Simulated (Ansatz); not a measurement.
Take SiC (space group P6_3mc, No. 186) as the base.

```
CELL_PARAMETERS angstrom
      3.05845     0.00000     0.00000
     -1.52923     2.64870     0.00000
      0.00000     0.00000    10.01200
ATOMIC_POSITIONS crystal
  Si 0.00000 0.00000 0.50031
  Si 0.00000 0.00000 0.00031
  Si 0.33333 0.66667 0.25025
  Si 0.66667 0.33333 0.75025
  C  0.00000 0.00000 0.31286
  C  0.00000 0.00000 0.81286
  C  0.33333 0.66667 0.06221
  C  0.66667 0.33333 0.56221
```

Level of theory: LDA (Ansatz, an electronic-structure program; PAW; 420 eV plane waves; spin-orbit coupling left out).

One change was made to it. Results:

The gap character stays indirect, Γ → M; the volume per atom falls by 0.36 Å³ to 9.78 Å³; the width of the top valence band goes up by 0.054 eV (2.48 eV → 2.54 eV).

**Question.** Which change produced these results?
(A) pressure 9 GPa
(B) pressure 30 GPa
(C) pressure 0.9 GPa
(D) pressure 4.5 GPa
(E) pressure −2 GPa

**Answer.** A, pressure 9 GPa. For comparison, the volume per atom in the other runs: pressure 0.9 GPa gives 10.10 Å³; pressure −2 GPa gives 10.23 Å³; pressure 30 GPa gives 9.12 Å³; pressure 4.5 GPa gives 9.95 Å³.

Load acts through the strain it causes; cell and atoms are relaxed under it. Stability against distortions was not tested. No other phases were tried under pressure.
